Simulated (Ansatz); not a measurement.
The starting structures come from a database of crystals and need not be the phases stable at ambient conditions.

Inside the gap of an insulator the Bloch states are evanescent, with a wavenumber k + iκ along the transport direction.

Given:

```xyz
9
Lattice="7.6604 0.0000 0.0000 2.7216 7.1607 0.0000 2.2173 -3.7542 6.2985" Properties=species:S:1:pos:R:3 pbc="T T T"
Cs     3.8302     2.6418     1.5746
Cs     8.7691     0.7647     4.7239
Pd     0.0000     0.0000     0.0000
I      8.5183     5.8753     2.1566
I      6.8026     4.6919     4.1420
Br     7.6604     2.1326     1.2711
Br     4.9389     1.2739     5.0274
Br     7.8843    -2.9966     5.0274
Br     1.9934    -0.7576     1.2711
```

Space group of this cell: I4/mmm. The cell is taken as given; by PBEsol its mean pressure is -1.8 GPa.

Transport runs along the normal of the first two printed cell vectors, the (101) plane of the conventional cell.

No gap correction and no spin-orbit coupling; mid-gap values are interpolated between computed energies.

Estimate the band gap and the smallest decay constant κ at mid-gap that PBEsol in Ansatz (a program for electronic structure) returns for this system.

Gap 0.63 eV on a 6×6×6 mesh; κ = 0.102 1/Å, at (0.500, 0.500) of the in-plane reciprocal vectors. At the zone centre, at the nearest computed energy, the slowest state has κ = 0.16 1/Å.
